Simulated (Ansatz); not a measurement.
Input and output of a relaxation of cell and atoms for FeNi₃ (Pm-3m, 4 atoms in the cell) (Ansatz, a first-principles code).

Method: PBE (plane waves, PAW; Ansatz).

```
FeNi3
1.0
    3.56869     0.00000     0.00000
    0.00000     3.56869     0.00000
    0.00000     0.00000     3.56869
Fe Ni
1 3
Direct
  0.00000   0.00000   0.00000
  0.00000   0.50000   0.50000
  0.50000   0.00000   0.50000
  0.50000   0.50000   0.00000
```
Moments meant for the start (each program seeds them in its own way; μB, in the order of the atoms Fe Ni Ni Ni): 4.0 2.0 2.0 2.0.

Reference input (self-consistent single point, DFT, PBE, plane waves, default PAW files): kpoints.mp_grid.grid = 9 9 9; hamiltonian.xc = pbe; hamiltonian.pseudopotentials = {kind: paw} (the program's default PAW files); magnetization.spin_polarized = true; scf.occupations.method = fermi_dirac; scf.occupations.width = 0.136 eV. This run's input differs from it in these lines:

```diff
@@ -19,2 +19,4 @@
   occupations: { method: fermi_dirac, width: 0.136 }
+relax:
+  cell: {}
 output:
```

Output, abridged:

```
   [... SCF lines of the steps left out ...]
relax step   1: F+E_penalty+E_count = -22000.09108724 eV  Δ(F+E_penalty+E_count) = +0.000e0 eV  max|allowed force component| = 5.575e-29 eV/Å  Δτ_max = 0.0000 Å  P = -3.590 GPa  Ω = 45.449 Å³  (15 SCF iters, dr2 threshold 1.00e-7 eV, accepted)
relax step   2: F+E_penalty+E_count = -22000.09932483 eV  Δ(F+E_penalty+E_count) = -8.238e-3 eV  max|allowed force component| = 5.982e-30 eV/Å  Δτ_max = 0.0000 Å  P = -1.646 GPa  Ω = 44.959 Å³  energy of the carried Pulay correction = +2.016e-4 eV  [...]
   [... lines left out ...]
relax step   4: F+E_penalty+E_count = -22000.10151705 eV  Δ(F+E_penalty+E_count) = +3.165e-6 eV  max|allowed force component| = 5.259e-29 eV/Å  Δτ_max = 0.0000 Å  P = +0.000 GPa  Ω = 44.568 Å³  energy of the carried Pulay correction = +3.644e-4 eV  [...]
relax step   5: F+E_penalty+E_count = -22000.10116938 eV  Δ(F+E_penalty+E_count) = +3.477e-4 eV  max|allowed force component| = 5.864e-29 eV/Å  Δτ_max = 0.0000 Å  P = +0.008 GPa  Ω = 44.568 Å³  stress off target by 7.79e-3 GPa  SCF on the basis [...]
basis re-selected at this cell: Δ(F+E_penalty+E_count) = +3.477e-4 eV, ΔP = +0.008 GPa vs the last step
the relaxation is at rest under the 48 symmetry operations that the run kept from its start: a minimum is not shown …
the relaxation's final electronic state is not compared with the one that a single-point calculation of its input finds at the relaxed geometry …
Magnetization: 4.7538 μB (37.3769 up, 32.6231 down)
   [... lines left out ...]
Absolute magnetization: 5.2474 μB (∫|ρ↑−ρ↓|, with the PAW one-centre terms)
Free energy (F): -22000.101169 eV
Fermi energy:    18.240859 eV
  cell:  # Å, volume = 44.5676 Å³
   [... lines left out ...]
  atoms:
    - { symbol: Fe, position: [1.2960990751227827e-46, -5.270251493044886e-38, 4.216201194818093e-37] }
    - { symbol: Ni, position: [-1.4061415139795041e-47, 0.49999999999999994, 0.49999999999999994] }
    - { symbol: Ni, position: [0.49999999999999994, 2.2837756471002896e-37, 0.49999999999999994] }
    - { symbol: Ni, position: [0.49999999999999994, 0.49999999999999994, 4.2162011948078645e-37] }
```

The run converged. 

Summary of the result:
Free energy E − TS (on the zero of these files): -22000.1012 eV
Fermi level (on the code's own zero): 18.24 eV
Pressure: 0.01 GPa
Size of the cell's spin moment: 4.75 μB
Final cell: a = b = c = 3.5455 Å, α = β = γ = 90.00°
Final volume per atom: 11.14 Å³
Relaxation steps: 5

The starting cell comes from a database of computed structures (which also holds hypothetical and non-ambient phases and stackings), without a prior relaxation at this level. Its lattice was rescaled by a random factor within 2.5 % of one. The magnetic order is the one reached from the typed start; others were not searched systematically. The relaxation keeps the symmetry of its start, so its end need not be a minimum. Ansatz's pressure includes its estimate of the finite-basis (Pulay) stress.

Cost on one core of a shared machine: roughly 2 min.

Keys are those of Ansatz 0.2.
